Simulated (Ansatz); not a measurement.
Space group P6₃/mmc (No. 194); a = b = 4.2392 Å, c = 8.9082 Å, α = β = 90.00°, γ = 120.00°

```json
[
 {"atom": "Sr", "site": "2a", "symmetry": "-3m.", "x": "0.0000", "y": "0.0000", "z": "0.0000"},
 {"atom": "As", "site": "2d", "symmetry": "-6m2", "x": "0.6667", "y": "0.3333", "z": "0.2500"},
 {"atom": "Pt", "site": "2c", "symmetry": "-6m2", "x": "0.3333", "y": "0.6667", "z": "0.2500"}
]
```

SrPtAs (P6_3/mmc), PBEsol, DFPT electron-phonon coupling, linearised Boltzmann equation (plane waves, PAW, scalar-relativistic; Ansatz, a first-principles code): the phonon-limited resistivity at 300 K is 36.2 μΩ·cm (x, the basal plane), 36.2 μΩ·cm (y, the basal plane), 369 μΩ·cm (z, c). Third figures are kept for the arithmetic.

**Question.** How anisotropic is it, and between which bounds lies a dense polycrystal with random grains and no boundary scattering?

**Answer.** Largest over smallest: 10.2. Upper bound, grains in series: (36.2 + 36.2 + 369)/3 = 147 μΩ·cm. Lower bound, grains side by side: 3/Σ(1/ρ) = 52 μΩ·cm. The best single-crystal direction lies 30 % under the lower bound.

**Question.** The current-weighted mean free path is 3.27 nm along x and 2.17 nm along z. How does ρ₀ℓ differ between these directions?

**Answer.** x: 36.2 × 3.27 = 11.8×10⁻¹⁶ Ω·m²; z: 369 × 2.17 = 80×10⁻¹⁶ Ω·m², a ratio of 6.8. The size effect in a wire also hangs on the velocities towards its walls, so the isotropic formulas don't carry over to this crystal.

A metal at this level (no band gap). Only scattering by harmonic phonons is included (no impurities, grain boundaries, electron-electron scattering or thermal expansion). Spin-orbit coupling is left out, which matters with elements this heavy. Values near or above 100 μΩ·cm, or paths under about 2 nm, lie near resistivity saturation, where the Boltzmann equation overshoots. The squared frequency of the phonon mode least converged on the k mesh is uncertain by about 31 %. Halving the electron mesh (24x24x12) moves the resistivity by up to 3 % at 300 K, the mean free path by up to 7 %. Smearing 0.20 eV; phonons on a 4x4x2 q mesh, which this run doesn't test.

Computed structure with no diffraction record at hand here (it may be known, metastable or hypothetical): SrPtAs (P6_3/mmc).
